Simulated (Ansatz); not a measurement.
The starting structures come from a database of crystals and need not be the phases stable at ambient conditions.

 Where the default PAW files enter, the runs use the earlier of Ansatz's two default sets.

Input:

```yaml
crystal:
  lattice:
    - [5.35089, 0.00000, 0.00000]
    - [-2.67544, 4.98675, 0.00000]
    - [2.67544, 1.43541, 4.40609]
  atoms:
    - { symbol: Zn, position: [0.56814, 0.85221, 0.71593] }
    - { symbol: Zn, position: [0.56814, 0.35221, 0.21593] }
    - { symbol: Sn, position: [0.00368, 0.00552, 0.99816] }
    - { symbol: Sn, position: [0.00368, 0.50552, 0.49816] }
    - { symbol: O, position: [0.81991, 0.71268, 0.39290] }
    - { symbol: O, position: [0.10558, 0.71268, 0.78719] }
    - { symbol: O, position: [0.49987, 0.71268, 0.10723] }
    - { symbol: O, position: [0.10558, 0.21268, 0.60723] }
    - { symbol: O, position: [0.49987, 0.21268, 0.89290] }
    - { symbol: O, position: [0.81991, 0.21268, 0.28719] }
```

Space group of this cell: R3c. The cell is taken as given; by PBEsol its mean pressure is -7.1 GPa.

These are PBEsol (plane waves, PAW; Ansatz, a program for electronic structure) values and carry that method's errors.

The current runs along the normal of the first two printed vectors; no spin-orbit coupling. Scaled by the factor s: all lengths (ions clamped). The meshes follow the cell: 8×8×8 and 8×6 across at s = 0.98, 8×8×8 and 6×6 across at s = 1.00, 8×8×8 and 6×6 across at s = 1.02.

| s | mean pressure (GPa) | band gap (eV) |
|---|---|---|
| 0.98 | 3.8 | ? |
| 1.00 | -7.1 | 0.99 |
| 1.02 | -15.1 | 0.61 |

Take the slope of the band gap against ln s from the two given rows, extrapolate to s = 0.98, and say what the run there gives.

Slope = (0.61 − 0.99) / ln 1.02 = -19.2 eV. The line gives 0.99 + (-19.2) × ln 0.98 = 1.38 eV. The run gives 1.42 eV, 0.04 eV over the line, 11 % of the predicted step.
